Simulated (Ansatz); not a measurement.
# A computed series for IrO2: response to strain

The reference is IrO$_{2}$ in the rutile structure (space group P4_2/mnm, No. 136; a = 4.472 Å, c = 3.154 Å). Axes: x, y, z lie along a, b, c of the conventional cell.

Strains are applied to the cell and any free atomic positions relax.

The values are results of PBEsol/PAW in Ansatz (a first-principles code), without spin-orbit coupling, not measurements.

Candidates:
(a) tensor shear ε_xy = +1.63 %
(b) strain tensor (xx, yy, zz, yz, xz, xy) = (+0.10, −2.13, −1.34, −0.37, −0.72, −0.10) %
(c) uniaxial strain ε_zz = +3.51 %

Notes on the quantities. energy relative to the base: free energy F.

**Question.** Order them by energy relative to the base, highest first.

**Answer.** (c) uniaxial strain ε_zz = +3.51 % (+26 meV/atom), (b) strain tensor (xx, yy, zz, yz, xz, xy) = (+0.10, −2.13, −1.34, −0.37, −0.72, −0.10) % (+14 meV/atom), (a) tensor shear ε_xy = +1.63 % (+8.1 meV/atom)

Without a gap, meshes like the base's 11×11×15 leave anisotropic stresses uncertain by several tenths of a GPa, and small strain energies with them. No phonon test of stability was made. No Hubbard U is applied, and correlation can decide whether such a compound is a metal. The final runs are not spin-polarised.
